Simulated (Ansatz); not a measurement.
For fluorite PbF₂ (high-temperature phase), PBE0 (Ansatz, a program for electronic structure, PAW) gives:

- equilibrium lattice constant a = 5.949 Å
- bulk modulus = 72.1 GPa
- cohesive energy = 3.85 eV/atom
- band gap at the measured cell = 6.45 eV
- elastic constant C11 = 110 GPa
- elastic constant C44 = 22.7 GPa
- polycrystal shear modulus = 24.9 GPa

Q: What does Hartree–Fock (PAW; Ansatz) give for the same quantities?

A: 
- lattice constant a: 6.053 Å (increases by 1.7 %)
- bulk modulus: 64.7 GPa (falls by 10 %)
- cohesive energy: 2.47 eV/atom (shrinks by 1.38 eV/atom)
- band gap at the measured cell: 12.64 eV (grows by 6.19 eV)
- elastic constant C11: 104 GPa (decreases by 5.5 %)
- elastic constant C44: 22.7 GPa (is nearly the same)
- Voigt–Reuss–Hill shear modulus: 25.3 GPa (increases by 1.6 %)

For comparison: lattice constant a 5.94 Å (measured, temperature not stated, not corrected to a static lattice; as tabulated in Cadelano and Cappellini (2011), arXiv:1107.5962); bulk modulus 64 GPa (measured, temperature not stated, no zero-point or thermal correction; as tabulated in Cadelano and Cappellini (2011), arXiv:1107.5962); elastic constant C11 96.1 ± 0.09 GPa (measured, room temperature, no zero-point or thermal correction; as tabulated in Jamieson, Manghnani, Matsui, Ming, J. Geophys. Res. 91, 4643 (1986)); elastic constant C44 20.8 ± 0.01 GPa (measured, room temperature, not corrected to a static lattice; as tabulated in Jamieson, Manghnani, Matsui, Ming, J. Geophys. Res. 91, 4643 (1986)).

Changes are worked out from the printed values.

Unless a cell is named, each level is at its own relaxed cell (PBE0 17.55, Hartree–Fock 18.48 Å³/atom).

Levels without +SOC leave out spin–orbit coupling, which shifts energies and cells of such heavy elements.

Levels without +SOC have no spin–orbit coupling; where heavier elements are present it shifts gaps, mostly down, and can invert bands. Density-functional gaps are differences of (generalised) Kohn–Sham levels.

Ansatz's density-functional and Hartree–Fock values are scalar-relativistic unless marked +SOC, with PAW data made under PBE.
